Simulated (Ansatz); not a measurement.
## A computed series for MoS2: pressure series

Take MoS₂ (space group P6_3/mmc, No. 194; layered, stacked along the Cartesian z axis) as the base.

```yaml
crystal:
  lattice:
    - [3.10900, 0.00000, 0.00000]
    - [-1.55450, 2.69247, 0.00000]
    - [0.00000, 0.00000, 11.70898]
  atoms:
    - { symbol: Mo, position: [0.66667, 0.33333, 0.25000] }
    - { symbol: Mo, position: [0.33333, 0.66667, 0.75000] }
    - { symbol: S, position: [0.66667, 0.33333, 0.88351] }
    - { symbol: S, position: [0.33333, 0.66667, 0.38351] }
    - { symbol: S, position: [0.33333, 0.66667, 0.11649] }
    - { symbol: S, position: [0.66667, 0.33333, 0.61649] }
```

Cell and atoms are relaxed at each pressure.

Calculations: Ansatz (a program for electronic structure) PBEsol-D3(BJ), scalar-relativistic without spin-orbit coupling.

Candidates:
(a) pressure 5 GPa
(b) pressure 3 GPa
(c) pressure −1 GPa
(d) pressure 7.5 GPa
(e) pressure 10 GPa

For the base:

```
Property              Result
-------------------  -------
Smallest direct gap  1.79 eV
```

**Question.** Order them by smallest direct gap, highest first.

**Answer.** (b) pressure 3 GPa (1.81 eV), (c) pressure −1 GPa (1.77 eV), (a) pressure 5 GPa (1.69 eV), (d) pressure 7.5 GPa (1.55 eV), (e) pressure 10 GPa (1.43 eV)

Load acts through the strain it causes; cell and atoms are relaxed under it. Stability against distortions was not tested. Competing high-pressure phases were not computed.
